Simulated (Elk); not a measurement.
Worked example: self-consistent single point of PbF2 (Fm-3m, 3 atoms in the cell) in Elk.

Computed with PBE, all-electron FP-LAPW, Elk's shipped species files, APW+lo basis with extra local orbitals run with Elk.

The change in words: lattice scaled by 0.98. Reference geometry:
```xyz
3
Lattice="0.0000 2.9192 2.9192 2.9192 0.0000 2.9192 2.9192 2.9192 0.0000" Properties=species:S:1:pos:R:3 pbc="T T T"
Pb     0.0000     0.0000     0.0000
F      4.3788     4.3788     4.3788
F      1.4596     1.4596     1.4596
```

Reference input (self-consistent single point, DFT, PBE, all-electron FP-LAPW, Elk's shipped species files, APW+lo basis with extra local orbitals): xctype = 20; rgkmax = 8; stype = 0; swidth = 0.0001 Ha; ngridk = 10 10 10; tforce = true; gmaxvr = 18 1/bohr; lmaxapw = 10; lmaxo = 8; nxlo = 2; lorbcnd = true; lradstp = 2. This run's input differs from it in these lines:

```diff
@@ -46,3 +46,3 @@
 scale
-  7.80149553
+  7.645465673
```

The program printed (abridged):

```
│ Self-consistent loop started │
│ Loop number : 1 │
 total energy                :     -21139.7126293
│ Loop number : 2 │
 total energy                :     -21139.6970155
RMS change in Kohn-Sham potential (target) :   0.6687382956     (  0.1000000000E-05)
Absolute change in total energy (target)   :   0.1561381332E-01 (  0.1000000000E-03)
│ Loop number : 3 │
 total energy                :     -21139.1356478
RMS change in Kohn-Sham potential (target) :   0.6418683241     (  0.1000000000E-05)
Absolute change in total energy (target)   :   0.5652711721     (  0.1000000000E-03)
│ Loop number : 4 │
   [... lines left out ...]
Absolute change in total energy (target)   :   0.5457403458E-03 (  0.1000000000E-03)
│ Loop number : 15 │
 total energy                :     -21128.5940755
RMS change in Kohn-Sham potential (target) :   0.1275210962E-06 (  0.1000000000E-05)
Absolute change in total energy (target)   :   0.1999715314E-03 (  0.1000000000E-03)
│ Loop number : 16 │
 total energy                :     -21128.5940757
RMS change in Kohn-Sham potential (target) :   0.5645680446E-07 (  0.1000000000E-05)
Absolute change in total energy (target)   :   0.4975472621E-04 (  0.1000000000E-03)
Convergence targets achieved

│ Loop number : 17 │

Energies :
 Fermi                       :     0.110612456972
 total energy                :     -21128.5940767

Density of states at Fermi energy :   0.8368091543E-05
 (states/Hartree/unit cell)

Estimated indirect band gap :   0.1613244190
 from k-point     47 to k-point     31
Estimated direct band gap   :   0.1666547628
 at k-point     31

Charges :
 core                        :    72.00000000
 valence                     :    28.00000000
 interstitial                :    2.167860251
 muffin-tins (core leakage)
  species :    1 (Pb)
   atom    1                 :    79.97899713     (  0.1875367173E-02)
  species :    2 (F)
   atom    1                 :    8.926571309     (  0.8349987368E-10)
   atom    2                 :    8.926571309     (  0.8349987368E-10)
   [... lines left out ...]
   total force               :     0.00000000    0.00000000    0.00000000
   total magnitude           :     0.00000000
  atom :    2
   Hellmann-Feynman          :     0.00000000   -0.00000000   -0.00000000
   IBS                       :    -0.00000000    0.00000000    0.00000000
   total force               :    -0.00000000    0.00000000    0.00000000
   total magnitude           :     0.00000000
```

The run converged in 17 iterations. The count includes the last loop, which Elk runs after its targets are met. Against the reference run the gap on the mesh goes from 4.427 to 4.390 eV.

The starting cell comes from a database of computed structures (which also holds hypothetical and non-ambient phases and stackings), without a prior relaxation at this level. Its lattice was rescaled by a random factor within 2.5 % of one. For this run, on top of that: lattice scaled by 0.98. Spin-orbit coupling is off. Values depend on the basis (sphere radii, cutoffs, local orbitals), which need not be converged.
